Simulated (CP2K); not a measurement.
CP2K run on Rb (Im-3m, 1 atom in the cell): self-consistent single point.

Computed with PBE, GPW, DZVP-MOLOPT-SR-GTH basis, GTH-PBE potentials (GTH_POTENTIALS) in CP2K.

```
CELL_PARAMETERS angstrom
      4.81965     0.00000     0.00000
     -1.60655     4.54401     0.00000
     -1.60655    -2.27200     3.93523
ATOMIC_POSITIONS crystal
  Rb 0.00000 0.00000 0.00000
```

Reference input (self-consistent single point, DFT PBE, GPW, DZVP-MOLOPT-SR-GTH basis, GTH-PBE potentials (GTH_POTENTIALS)): CUTOFF = 500 Ry; REL_CUTOFF = 40 Ry; SMEAR/METHOD = GAUSSIAN; SIGMA = 0.272 eV; KPOINTS/SCHEME = MONKHORST-PACK 11 11 11; XC_FUNCTIONAL = PBE; Rb/BASIS_SET = DZVP-MOLOPT-SR-GTH-q9; Rb/POTENTIAL = GTH-PBE-q9; METHOD = GPW; EPS_DEFAULT = 1e-10; NGRIDS = 5; SCF_GUESS = ATOMIC. This run's input differs from it in these lines:

```diff
@@ -39,3 +39,4 @@
     &KPOINTS
-      SCHEME MONKHORST-PACK 11 11 11
+      SCHEME MONKHORST-PACK 6 6 6
+      GAMMA_CENTERED T
     &END KPOINTS
```

Output, abridged:

```
 SCF WAVEFUNCTION OPTIMIZATION

  Step     Update method      Time    Convergence         Total energy    Change
     1 NoMix/Diag. 0.20E+00      -     0.45461011       -24.1173680418 -2.41E+01
     2 Broy./Diag. 0.20E+00      -     0.00229440       -24.1249999090 -7.63E-03
     3 Broy./Diag. 0.20E+00      -     0.01022976       -24.1075611511  1.74E-02
     4 Broy./Diag. 0.20E+00      -     0.00080029       -24.0971042648  1.05E-02
     5 Broy./Diag. 0.20E+00      -     0.00041180       -24.1020268649 -4.92E-03
     6 Broy./Diag. 0.20E+00      -     0.00001618       -24.1027492652 -7.22E-04
     7 Broy./Diag. 0.20E+00      -     0.00001432       -24.1028189963 -6.97E-05
     8 Broy./Diag. 0.20E+00      -     0.00000054       -24.1027958487  2.31E-05
     9 Broy./Diag. 0.20E+00      -     0.00000026       -24.1027890840  6.76E-06
    10 Broy./Diag. 0.20E+00      -     0.00000003       -24.1027893982 -3.14E-07
  *** SCF run converged in    10 steps ***

  Overlap energy of the core charge distribution:               0.00000000000000
  Self energy of the core charge distribution:                -46.63199619119211
  Core Hamiltonian energy:                                     10.30913956093759
  Hartree energy:                                              15.92715017037372
  Exchange-correlation energy:                                 -3.70554579375140
  Smearing free energy correction:                             -0.00153714456609
  Fermi energy:                                                 0.05867412471039

  Total energy:                                               -24.10278939819607
  Total energy (extrapolated to sigma->0):                    -24.10202082591302

                     Mulliken Population Analysis

   [... lines left out ...]

 STRESS| Analytical stress tensor [bar]
 STRESS|                        x                   y                   z
 STRESS|      x        2.64978464177E+03  -5.96648136285E-02  -7.78103321532E-02
 STRESS|      y       -5.96648136285E-02   2.64975663403E+03  -1.09151123947E-01
 STRESS|      z       -7.78103321532E-02  -1.09151123947E-01   2.64974077725E+03
 STRESS| 1/3 Trace                                             2.64976068435E+03
```

The run converged in 10 iterations. Against the reference run the free energy rises by 5.1 meV/atom and the pressure hardly changes (0.25 to 0.26 GPa).

The starting cell has typed, rounded lattice constants, without a prior relaxation at this level. Its lattice was rescaled by a random factor within 2.5 % of one. Values carry the incompleteness of an atom-centred basis.
